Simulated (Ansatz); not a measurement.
Reference: Nb (Im-3m), PBEsol, DFPT electron-phonon coupling, linearised Boltzmann equation (plane waves, PAW, scalar-relativistic; Ansatz, a program for electronic structure); geometry: relaxed with this functional, without spin-orbit coupling.

```cif
data_Nb
_chemical_formula_sum 'Nb1'
_space_group_name_H-M_alt 'P 1'
_space_group_IT_number 1
_cell_length_a 2.83416
_cell_length_b 2.83416
_cell_length_c 2.83416
_cell_angle_alpha 109.471
_cell_angle_beta 109.471
_cell_angle_gamma 109.471
loop_
_space_group_symop_operation_xyz
  'x, y, z'
loop_
_atom_site_label
_atom_site_type_symbol
_atom_site_fract_x
_atom_site_fract_y
_atom_site_fract_z
_atom_site_occupancy
Nb1 Nb 0.00000 0.00000 0.00000 1
```

| Quantity | Result |
|---|---|
| resistivity at 300 K | 16.7 μΩ·cm |
| electron-phonon coupling λ | 1.42 |
| logarithmic mean phonon energy | 11.6 meV |

**Question.** Replace Nb by V on the same sites and relax. What happens?

**Answer.** V (Im-3m): volume per atom 17.5 to 13.0 Å³; resistivity at 300 K rises (16.7 μΩ·cm to 24 μΩ·cm); electron-phonon coupling λ stays about the same (1.42 to 1.54); logarithmic mean phonon energy rises (11.6 meV to 16.7 meV).

**Question.** Swap Nb for Ta, keeping the structure type. How do these values move?

**Answer.** Ta (Im-3m): volume per atom 17.5 to 17.7 Å³; resistivity at 300 K falls (16.7 μΩ·cm to 12.6 μΩ·cm); electron-phonon coupling λ falls (1.42 to 0.94); logarithmic mean phonon energy stays about the same (11.6 meV to 12.6 meV).

**Question.** Swap Nb for W, keeping the structure type. How do these values move?

**Answer.** W (Im-3m): volume per atom 17.5 to 15.7 Å³; resistivity at 300 K falls (16.7 μΩ·cm to 5.1 μΩ·cm); electron-phonon coupling λ falls (1.42 to 0.30); logarithmic mean phonon energy rises (11.6 meV to 19.2 meV).

Moves up to 14 % count as about the same. Metals; harmonic phonons alone scatter; means over directions. Halving the electron mesh moves these values by up to 9 %; q meshes are mostly untested. Some of the runs warned that the eigensolver left states short of its tolerance. Spin-orbit coupling is left out.

Treated as nonmagnetic (a ferromagnetic start lost its moment, other orders weren't tried): V (Im-3m). The missing spin-orbit coupling matters most for Ta (Im-3m), W (Im-3m).
